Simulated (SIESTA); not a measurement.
## A self-consistent single point of VAg₃HgO₄ (P1, 9 atoms in the cell) with SIESTA

Level of theory: GGA PBEsol, numerical atomic orbitals DZP, PseudoDojo PBEsol standard norm-conserving potentials (rewritten from UPF to PSML) (SIESTA).

The input file:

```
# files in the folder: V.psml Ag.psml Hg.psml O.psml (PseudoDojo PBEsol standard)
SystemName  VAg3HgO4
SystemLabel VAg3HgO4

NumberOfAtoms                9
NumberOfSpecies              4
%block ChemicalSpeciesLabel
  1 23 V
  2 47 Ag
  3 80 Hg
  4 8 O
%endblock ChemicalSpeciesLabel
LatticeConstant              1.0 Bohr
%block LatticeVectors
     9.000671045    0.000000000    0.000000000
     4.409020177   10.440152913    0.000000000
     4.398048427   -0.065579166   10.497967194
%endblock LatticeVectors
AtomicCoordinatesFormat      Ang
%block AtomicCoordinatesAndAtomicSpecies
     4.645474630    5.484606910    5.523453217  1
     7.241362340    3.268769092    4.107577729  2
     4.556333385    4.078574398    2.277500191  2
     4.565415086    1.422486928    3.318171731  2
     2.562734323    2.241138054    1.540147213  3
     6.062589032    1.335351046    5.088807719  4
     6.087872303    4.135408116    0.405035829  4
     0.970518867    0.428463622    1.358156077  4
     5.662000033    5.055141834    4.157575294  4
%endblock AtomicCoordinatesAndAtomicSpecies

XC.functional                GGA
XC.authors                   PBEsol
PAO.BasisSize                DZP
PAO.EnergyShift              0.01 Ry
MeshCutoff                   400 Ry
%block kgrid.MonkhorstPack
    4   0   0  0.0
    0   3   0  0.0
    0   0   3  0.0
%endblock kgrid.MonkhorstPack
OccupationFunction           FD
ElectronicTemperature        10 K

MaxSCFIterations             150
SCF.Mixer.Method             Pulay
SCF.Mixer.Weight             0.1
SCF.Mixer.History            6
SCF.DM.Tolerance             1.0E-05
Diag.ParallelOverK           true
WriteForces                  true
```

Output (repeated stretches shortened):

```
reinit: Reading from file input.fdf

reinit: System Name: VAg3HgO4
reinit: System Label: VAg3HgO4

coor:   Atomic-coordinates input format  =     Cartesian coordinates
coor:                                          (in Angstroms)

siesta: Atomic coordinates (Bohr) and species
siesta:      8.77867  10.36440  10.43781  1        1
siesta:     13.68419   6.17708   7.76220  2        2
siesta:      8.61022   7.70739   4.30385  2        3
siesta:      8.62738   2.68811   6.27044  2        4
siesta:      4.84287   4.23514   2.91046  3        5
siesta:     11.45663   2.52345   9.61645  4        6
siesta:     11.50441   7.81479   0.76541  4        7
siesta:      1.83401   0.80968   2.56654  4        8
siesta:     10.69963   9.55283   7.85668  4        9

siesta: System type = bulk

initatomlists: Number of atoms, orbitals, and projectors:      9   147   149

siesta: ******************** Simulation parameters ****************************
redata: Spin configuration                          = none
redata: Time-Reversal Symmetry                      = T
redata: Number of Atomic Species                    =        4
redata: Mesh Cutoff                                 =   400.0000 Ry
redata: Net charge of the system                    =     0.0000 |e|
redata: Min. number of SCF Iter                     =        0
redata: Max. number of SCF Iter                     =      150
redata: SCF convergence failure will abort job
redata: SCF mix quantity                            = Hamiltonian
redata: Mix DM or H after convergence               =   F
redata: Recompute H after scf cycle                 =   F
redata: Mix DM in first SCF step                    =   T
redata: No kicks to SCF
redata: DM Mixing Weight for Kicks                  =     0.5000
redata: Require Harris convergence for SCF          =   F
redata: Harris energy tolerance for SCF             =     0.000100 eV
redata: Require DM convergence for SCF              =   T
   [... lines left out ...]
diag: Parallel distribution                         =     1 x     1
diag: Used triangular part                          = Lower
diag: Absolute tolerance                            =  0.100E-15
diag: Orthogonalization factor                      =  0.100E-05
diag: Memory factor                                 =  1.0000

superc: Internal auxiliary supercell:     5 x     5 x     5  =     125
superc: Number of atoms, orbitals, and projectors:   1125  18375  18625

                        Single-point calculation

superc: Internal auxiliary supercell:     5 x     5 x     5  =     125
superc: Number of atoms, orbitals, and projectors:   1125  18375  18625

outcell: Unit cell vectors (Ang):
        4.762950    0.000000    0.000000
        2.333153    5.524691    0.000000
        2.327347   -0.034703    5.555285

outcell: Cell vector modules (Ang)   :    4.762950    5.997150    6.023200
outcell: Cell angles (23,13,12) (deg):     81.6617     67.2695     67.1050
outcell: Cell volume (Ang**3)        :    146.1808
new_DM -- step:     1
Initializing Density Matrix...

Attempting to read DM from file... Failed...
DM filled with atomic data:

InitMesh: MESH = 50 x 72 x 72 = 259200
InitMesh: Mesh cutoff (required, used) =   400.000   413.024 Ry

stepf: Fermi-Dirac step function
        iscf     Eharris(eV)        E_KS(eV)     FreeEng(eV)     dDmax    Ef(eV) dHmax(eV)
   scf:    1   -20404.580368   -20773.192768   -20773.192903  1.261562 -0.948143 78.402553
   scf:    2   -20972.138548   -20942.642985   -20942.642985  1.141657 -2.243822 22.211016
   scf:    3   -20972.922482   -20959.564037   -20959.564037  0.140455 -2.415976 12.120793
   scf:    4   -20954.034227   -20964.942145   -20964.942145  0.259274 -3.433403 10.435372
   scf:    5   -20966.805921   -20965.902698   -20965.902698  0.013399 -3.422255  8.993081
   scf:    6   -20950.877022   -20965.186989   -20965.186989  0.241399 -3.368535 12.804324
   [... 10 lines left out ...]
   scf:   17   -20969.736086   -20969.736085   -20969.736085  0.000250 -3.821478  0.001578
   scf:   18   -20969.736085   -20969.736085   -20969.736085  0.000022 -3.821429  0.001176
   scf:   19   -20969.736085   -20969.736085   -20969.736085  0.000054 -3.821265  0.000470
   scf:   20   -20969.736085   -20969.736085   -20969.736085  0.000029 -3.821175  0.000319
   scf:   21   -20969.736085   -20969.736085   -20969.736085  0.000006 -3.821173  0.000293
SCF Convergence by DM+H criterion
max |DM_out - DM_in|         :     0.0000062478
max |H_out - H_in|      (eV) :     0.0002930016
SCF cycle converged after 21 iterations

Using DM_out to compute the final energy and forces

siesta: E_KS(eV) =           -20969.7361

siesta: E_KS - E_eggbox =    -20969.7361

siesta: Atomic forces (eV/Ang):
     1    0.118274   -0.100194   -0.180196
     2   -0.003130   -0.056315   -0.140272
     3   -0.007440   -0.110128    0.051352
     4    0.003073    0.072571   -0.061674
     5    0.077648    0.105830    0.111585
     6    0.176463   -0.258257    0.190460
     7    0.292068    0.238247   -0.059762
     8   -0.243066   -0.056849   -0.362529
     9   -0.416219    0.158419    0.458230
   Tot   -0.002329   -0.006677    0.007195
   Max    0.458230
   Res    0.193863    sqrt( Sum f_i^2 / 3N )
   Max    0.458230    constrained

Stress tensor Voigt[x,y,z,yz,xz,xy] (kbar):      111.30      110.97      111.69        1.81       -1.10        0.05
(Free)E + p*V (eV/cell)   -20979.8926
Target enthalpy (eV/cell)   -20969.7361

siesta: Program's energy decomposition (eV):
siesta: Ebs     =     -3295.677633
siesta: Eions   =     28164.031890
siesta: Ena     =      2979.944719
siesta: Ekin    =      7636.899234
siesta: Enl     =      -275.359702
siesta: Eso     =         0.000000
siesta: Edftu   =         0.000000
siesta: DEna    =       214.219978
siesta: DUscf   =        11.694003
siesta: DUext   =         0.000000
siesta: Ex      =     -3163.329974
siesta: Ec      =      -209.772454
siesta: Exc     =     -3373.102428
siesta: Eharris =    -20969.736085
siesta: Etot    =    -20969.736085
siesta: FreeEng =    -20969.736085

siesta: Atomic forces (eV/Ang):
siesta:      1    0.118274   -0.100194   -0.180196
siesta:      2   -0.003130   -0.056315   -0.140272
siesta:      3   -0.007440   -0.110128    0.051352
siesta:      4    0.003073    0.072571   -0.061674
siesta:      5    0.077648    0.105830    0.111585
siesta:      6    0.176463   -0.258257    0.190460
siesta:      7    0.292068    0.238247   -0.059762
siesta:      8   -0.243066   -0.056849   -0.362529
siesta:      9   -0.416219    0.158419    0.458230
siesta: ----------------------------------------
siesta:    Tot   -0.002329   -0.006677    0.007195

siesta: Stress tensor (static) (eV/Ang**3):
siesta:     0.069465    0.000028   -0.000689
siesta:     0.000028    0.069263    0.001131
siesta:    -0.000689    0.001131    0.069710

siesta: Cell volume =        146.180808 Ang**3

siesta: Pressure (static):
siesta:                Solid            Molecule  Units
siesta:          -0.00075673         -0.00081671  Ry/Bohr**3
siesta:          -0.06947945         -0.07498707  eV/Ang**3
siesta:        -111.31835799       -120.14252997  kBar
```

The run converged in 21 iterations.

The starting cell comes from a database of computed structures (which also holds hypothetical and non-ambient phases and stackings), without a prior relaxation at this level. Values carry the incompleteness of an atom-centred basis. With a pressure of about -11 GPa the cell is away from its equilibrium volume at this level.

Cost on one core of a shared machine: roughly 2 min.
